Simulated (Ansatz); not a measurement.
The starting structures come from a database of crystals and need not be the phases stable at ambient conditions.

Tunnelling through a barrier is set by its complex band structure: the current falls as exp(−2κd) with the smallest κ.

Given:

```
CELL_PARAMETERS angstrom
      6.07435     0.00000     0.00000
      0.00000     8.59043     0.00000
      0.00000     4.29521     4.29521
ATOMIC_POSITIONS crystal
  Sb 0.62215 0.62215 0.75570
  Sb 0.12215 0.87785 0.74430
  Sb 0.37785 0.12215 0.00000
  Sb 0.87785 0.37785 0.50000
  Ir 0.51175 0.01175 0.50000
  Ir 0.01175 0.48825 0.00000
  Ir 0.48825 0.51175 0.47650
  Ir 0.98825 0.98825 0.02350
  S  0.11656 0.61656 0.50000
  S  0.61656 0.88344 0.00000
  S  0.88344 0.11656 0.26688
  S  0.38344 0.38344 0.23312
```

Space group of this cell: P2_13. The cell is taken as given; by PBEsol its mean pressure is -3.3 GPa.

Transport runs along the normal of the first two printed cell vectors, the (110) plane of the conventional cell.

No gap correction and no spin-orbit coupling; mid-gap values are interpolated between computed energies.

### Question
Estimate the band gap and the smallest decay constant κ at mid-gap that Ansatz (a quantum-chemistry and plane-wave program) with PBEsol returns for this system.

### Answer
Gap 1.43 eV on a 8×8×8 mesh; κ = 0.199 1/Å, at (0.000, 0.250) of the in-plane reciprocal vectors. At the zone centre, at the nearest computed energy, the slowest state has κ = 0.20 1/Å.
